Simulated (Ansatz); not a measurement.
## What pressure 15 GPa does to Ru

Start from Ru in the hcp (Mg type) structure (space group P6_3/mmc, No. 194; a = 2.6919 Å, c = 4.2456 Å).

It is then changed as follows: a hydrostatic pressure of 15 GPa.

Method: PBEsol (Ansatz, a program for electronic structure; PAW; 420 eV plane waves; scalar-relativistic without spin-orbit coupling). k-mesh 20×20×11 (Γ-centred); smearing 0.05 eV (Fermi–Dirac).

- Volume per atom = 12.81 Å³ (base 13.32 Å³)
- Density = 13.10 g/cm³ (base 12.60 g/cm³)
- c/a ratio = 1.580 (base 1.577)
- Enthalpy H = E + PV relative to the base's energy = +1.22 eV/atom
- Band gap = zero (base zero)

Load acts through the strain it causes; cell and atoms are relaxed under it. Whether these cells are dynamically stable was not tested. No other phases were tried under pressure. All final runs are without spin polarisation.
